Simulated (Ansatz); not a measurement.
Ansatz (a first-principles code) run on CoSi (R3, 8 atoms in the cell): self-consistent single point.

Computed with LDA (PW92), harder PAW files (source: ansatz) made with PBE (plane waves; Ansatz).

```xyz
8
Lattice="4.4267 0.0000 0.0000 0.0000 4.4267 0.0000 0.0000 0.0000 4.4267" Properties=species:S:1:pos:R:3 pbc="T T T"
Co     3.7892     2.8508     1.5759
Co     1.5759     3.7892     2.8508
Co     0.6663     0.6663     0.6663
Co     2.8508     1.5759     3.7892
Si     0.6950     1.5184     2.9083
Si     2.9083     0.6950     1.5184
Si     3.7317     3.7317     3.7317
Si     1.5184     2.9083     0.6950
```

Reference input (self-consistent single point, DFT, LDA (PW92), plane waves, default PAW files made with PBE): basis.ecutwfc = 420 eV; kpoints.mp_grid.grid = 5 5 5; hamiltonian.xc = lda; hamiltonian.pseudopotentials = {kind: paw} (the program's default PAW files); scf.occupations.method = gaussian; scf.occupations.width = 0.1 eV. This run's input differs from it in these lines:

Ansatz 0.2 input:
```diff
@@ -16,3 +16,3 @@
 basis:
-  ecutwfc: 420.0
+  ecutwfc: 630.0
 kpoints:
@@ -21,3 +21,3 @@
   xc: lda
-  pseudopotentials: { kind: paw }
+  pseudopotentials: { kind: paw, source: ansatz }
 scf:
```

The program printed (abridged):

```
SCF iter   1: F=—  HF=-22693.355137 eV  |F-HF|=—  |Δ(HF+E_count)|=         —  Δρ=8.34e-2  dr2=9.30e0  ethr=3.10e-3  ⟨swp⟩=8.1  Hψ=5146  notcnv=0  defer=3
all-band conjugate gradients solve this SCF's bands
preconditioner: auto → Kerker (q_TF=auto, 2.714 Å⁻¹)
SCF iter   2: F=—  HF=-22692.134022 eV  |F-HF|=—  |Δ(HF+E_count)|=    1.22e0  Δρ=4.12e-2  dr2=2.56e0  ethr=3.10e-3  ⟨swp⟩=2.0  Hψ=1484  notcnv=0  defer=75
   [... lines left out ...]
SCF iter   5: F=—  HF=-22691.389529 eV  |F-HF|=—  |Δ(HF+E_count)|=   1.93e-3  Δρ=4.95e-4  dr2=1.55e-4  ethr=9.70e-6  ⟨swp⟩=2.1  Hψ=1499  notcnv=0  defer=73
SCF iter   6: F=—  HF=-22691.389488 eV  |F-HF|=—  |Δ(HF+E_count)|=   4.04e-5  Δρ=8.52e-5  dr2=2.51e-6  ethr=1.85e-7  ⟨swp⟩=2.2  Hψ=1609  notcnv=0  defer=73
SCF iter   7: F=—  HF=-22691.389501 eV  |F-HF|=—  |Δ(HF+E_count)|=   1.26e-5  Δρ=2.10e-5  dr2=1.72e-7  ethr=2.99e-9  ⟨swp⟩=2.0  Hψ=2045  notcnv=0  defer=73
SCF iter   8: F=-22691.389501 eV  HF=-22691.389501 eV  |F-HF|=6.89e-9  |Δ(HF+E_count)|=   3.55e-8  Δρ=5.29e-6  dr2=1.38e-8  ethr=1.19e-10  ⟨swp⟩=12.1  Hψ=5200  notcnv=0
SCF 1 converged in 8 iterations: F = -22691.389501 eV  dr2 = 1.38e-8
Free energy (F): -22691.389501 eV
Internal energy: -22691.380622 eV  (E = F + TS)
E sigma→0 (E₀):  -22691.385061 eV
Entropy (-TS):   -0.008879 eV (-1.110 meV/atom)
Fermi energy:    16.658992 eV
--- Forces (eV/Å), atoms counted from 1 ---
  atom   1  Co     0.00946803     0.08065917    -0.00752227
  atom   2  Co    -0.00752227     0.00946803     0.08065917
  atom   3  Co    -0.29897511    -0.29897511    -0.29897511
  atom   4  Co     0.08065917    -0.00752227     0.00946803
  atom   5  Si     0.06189216    -0.02564709     0.11620414
  atom   6  Si     0.11620414     0.06189216    -0.02564709
  atom   7  Si     0.06391049     0.06391049     0.06391049
  atom   8  Si    -0.02564709     0.11620414     0.06189216
--- Stress (GPa, compression-positive) ---
      -11.862030      -0.004712      -0.004712
       -0.004712     -11.862030      -0.004712
       -0.004712      -0.004712     -11.862030
  P = ⅓ Tr σ = -11.8620 GPa (-118.620 kbar)
  The stress holds the Pulay correction. Without it, at fixed plane waves, as pw.x and ABINIT print it: P = -19.8102 GPa
```

The run converged in 8 iterations. Against the reference run the pressure goes from -11.98 to -11.86 GPa and the largest force moves little (0.516 to 0.518 eV/Å).

The starting cell has typed, rounded lattice constants, without a prior relaxation at this level. Its lattice was rescaled by up to half a per cent. One atom was moved a little off its site on purpose. Spin polarisation is off. Ansatz's pressure includes its estimate of the finite-basis (Pulay) stress. Without the estimate this run gives -19.81 GPa. The cutoff lies below the one recommended for these files.
